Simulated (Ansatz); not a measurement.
We consider hexagonal WC, described by HSE06 in Ansatz (PAW).

Numerical settings: plane-wave cutoff 500 eV, 12×12×10 k mesh (along the axes of the cell as run), Fermi–Dirac smearing 0.05 eV, no spin polarisation, scalar-relativistic PAW data made under PBE.

Computed at the level's own relaxed cell.

### Question
What does this level give for the equilibrium volume per atom, lattice parameter a and lattice parameter c?

### Answer

equilibrium volume per atom: 10.28 Å³/atom
lattice parameter a: 2.899 Å
lattice parameter c: 2.826 Å

Measured, for comparison: lattice constant a 2.906 Å, lattice parameter c 2.837 Å (300 K, no zero-point or thermal correction; as tabulated in Wikipedia's data pages). Computed (rounded) less measured: lattice constant a -0.2 %, lattice parameter c -0.4 %. A static lattice is as a rule a little smaller and stiffer than an uncorrected measurement, which narrows the difference in the lattice parameter c and would widen misses of the other sign.

Note: exact exchange on metals is sensitive to the k mesh and can open a false gap; the run warned that the count of filled bands differs between k points.

Spin–orbit coupling is not included.

It cost around 17 core-minutes (rough) of CPU time.

Ansatz is a quantum-chemistry and plane-wave program.
